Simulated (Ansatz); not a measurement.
# Na3Sb: isotropic strain −3.00 %

Base system: Na3Sb (space group P6_3/mmc, No. 194; a = 5.3122 Å, c = 9.4529 Å).

Now apply this change: every lattice vector is shortened by 3.00 %, atoms relaxed at fixed cell.

Method: Ansatz (a program for electronic structure) PBEsol, spin-orbit coupling left out. Γ-centred 10×10×5 mesh, Fermi–Dirac width 0.05 eV.

```json
[
 {"quantity": "volume per atom", "base": "28.88 Å³", "changed": "26.36 Å³", "shift": "-2.52 Å³"},
 {"quantity": "space group", "base": "P6_3/mmc (No. 194)", "changed": "P6_3/mmc (No. 194)", "shift": "–"},
 {"quantity": "shortest interatomic distance", "base": "3.067 Å", "changed": "2.975 Å", "shift": "-0.092 Å"},
 {"quantity": "energy relative to the base (free energy F)", "base": "0 meV/atom", "changed": "+16 meV/atom", "shift": "+16 meV/atom"},
 {"quantity": "pressure (mean of the normal stresses, compression positive)", "base": "0.00 GPa", "changed": "2.26 GPa", "shift": "+2.26 GPa"},
 {"quantity": "band gap", "base": "0.43 eV", "changed": "0.66 eV", "shift": "+0.23 eV"},
 {"quantity": "gap character", "base": "direct at Γ", "changed": "direct at Γ", "shift": "–"},
 {"quantity": "mean gap deformation potential ΔEg/Δln V", "base": "–", "changed": "-2.5 eV", "shift": "–"},
 {"quantity": "width of the top valence band", "base": "0.92 eV", "changed": "0.99 eV", "shift": "+0.07 eV"},
 {"quantity": "valence-band top at Γ (three highest levels, from the VBM)", "base": "0.00, 0.00, -0.16 eV", "changed": "0.00, 0.00, -0.17 eV", "shift": "–"}
]
```

Final structure:

```xyz
8
Lattice="5.1529 0.0000 0.0000 -2.5764 4.4625 0.0000 0.0000 0.0000 9.1693" Properties=species:S:1:pos:R:3 pbc="T T T"
Sb     0.0000     2.9750     2.2923
Sb     2.5764     1.4875     6.8770
Na     0.0000     0.0000     2.2923
Na     0.0000     0.0000     6.8770
Na     0.0000     2.9750     5.3499
Na     2.5764     1.4875     0.7653
Na     0.0000     2.9750     8.4040
Na     2.5764     1.4875     3.8194
```

With Sb present, leaving out spin-orbit coupling can change the band edges. Whether these cells are dynamically stable was not tested.
